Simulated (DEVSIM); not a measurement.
System: abrupt In0.53Ga0.47As n-p junction, at 300 K.

Layer 1 from the left is In0.53Ga0.47As, thickness (μm) 0.250, Nd (cm⁻³) 3.6e16, τn (s) 7.4e-8, τp (s) 7.4e-8. Layer 2 from the left is In0.53Ga0.47As, thickness (μm) 0.860, Na (cm⁻³) 7.3e16, τn (s) 2.2e-9, τp (s) 7.4e-8.

Left contact: ohmic. Right contact: ohmic. Voltage is applied to the left contact. Recombination: SRH at mid-gap. Mobility is constant in doping.

The device is made up for the run: typed textbook-type constants, with dimensions and the other settings drawn at random. Values at 300 K.

In0.53Ga0.47As: gap (eV) 0.74, affinity (eV) 4.51, permittivity 13.9, Nc (cm⁻³) 2.1e17, Nv (cm⁻³) 7.7e18, μn (cm²/Vs) 12000, μp (cm²/Vs) 300.

DEVSIM, 1D drift-diffusion, Boltzmann statistics, complete ionisation; no tunnelling, impact ionisation, image-force lowering or self-heating.

Task: What does the simulation give for the largest field in the device at zero bias, the potential step across the device at zero bias?

Result: largest field in the device at zero bias 57000 V/cm; potential step across the device at zero bias 0.574 V.
